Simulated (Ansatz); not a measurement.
# How the dielectric constant ε0 (ions relaxed) of cubic perovskite BaHfO3 moves with the method

No measured value is used here.

```csv
level (code),value,cell (Å³/atom)
LDA (Ansatz),59.3,14.51
PBE (Ansatz),[?],14.88
r²SCAN (Ansatz),38.0,14.58
```

Task: Some entries are withheld; supply them.

Result: 
- PBE (Ansatz, a first-principles code), value: 50.3

Density-functional levels without +SOC have no spin–orbit coupling. Values are at the level's own relaxed cell; LDA at the measured cell. Cutoffs and k meshes differ between the levels. Ansatz's density-functional and Hartree–Fock values are scalar-relativistic unless marked +SOC, with PAW data made under PBE.
